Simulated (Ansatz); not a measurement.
**ZnO: energy against strain**

ZnO (wurtzite, P6_3mc, 11.778 Å³/atom at rest, c along z) under a strain ε along a direction in the basal plane (axis x), the other axes held. PBEsol in Ansatz, a plane-wave DFT program (PAW, default set), 420 eV, 12×12×7 Γ-centred mesh, Fermi-Dirac smearing 0.05 eV; ions are relaxed within the symmetry of each cell.

Here s stands for strain and y for E less E0.

```
strain (%)  E less E0 (meV/atom)
----------  --------------------
-1.20                       1.08
-0.60                       0.26
0.00                        0.00
0.60                        0.26
1.20                        1.06
3.00                           ?
```

Taking a parabola for y over the 5 complete rows: Least squares gives y = -0.005 - 0.0067·s + 0.7460·s². Residuals (row less fit): 0.003, -0.008, 0.005, 0.000, -0.001; standard error 0.007 (degrees of freedom: 2). Twice the quadratic coefficient over the volume, 2 × 0.7460 meV × 10⁴ × 0.1602 / 11.778 Å³, is the elastic constant C11 = 203 ± 1.4 GPa.

**Question.** Predict the withheld y at s = 3.00 from the fit, and compare with the calculation.

**Answer.** y = -0.005 - 0.0067 × 3.0 + 0.7460 × 3.0² = 6.689 meV/atom. The calculation gives 6.55 meV/atom, 0.139 meV/atom below the prediction (2.1 % of the range of y in the table). The row lies outside the fitted rows, so this is an extrapolation. From the scatter of the fitted rows alone, a prediction at this place has a standard error of 0.044 meV/atom, so the miss is 3.2 times that.

One order more, fitted to all 11 runs of the series, follows each within 0.01, so the miss is the next term of a smooth law. Rows are the converged runs of the series near zero and its far end; series whose fitted rows scatter by over a few per cent of the range, as at a crossing or softening among them, aren't shown in this form. Most that stay on the fit to the last digits aren't either.
